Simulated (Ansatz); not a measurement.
# HfPbO3: element substitutions

Start from HfPbO₃ in the cubic perovskite structure (space group Pm-3m, No. 221; a = 4.119 Å; a cell from a computed database, its experimental status unchecked).

Each row replaces one element on all its sites; cell and atoms are relaxed.

Calculations: PBEsol (Ansatz, a first-principles code, PAW, spin-orbit coupling left out).

```csv
variant,band gap,volume per atom
base,2.37 eV,13.98 Å³
Pb → Rh,zero,[?]
O → Cl,zero,24.16 Å³
Pb → Si,1.30 eV,[?]
```

Some entries are withheld; estimate them.


- Pb → Rh, volume per atom: 13.26 Å³
- Pb → Si, volume per atom: 13.35 Å³

Other magnetic orders, which the real material may have, were not ruled out. Spin-orbit coupling, missing from the scalar runs, can matter with Hf and Pb. No phonon test of stability was made. As relaxed here, HfRhO3, HfPbCl3 and HfSiO3 are hypothetical phases, not in the database extracts checked. No Hubbard U is applied, and correlation can decide whether such a compound is a metal. Spin-polarised in the final run: HfRhO3; the other runs are not. An odd electron count without spin: HfPbCl3. Many cubic perovskites are stable only at high temperature; tilts and polar distortions were not tested. HfPbCl3 has a high density of states at the Fermi level and may be magnetic at this level.
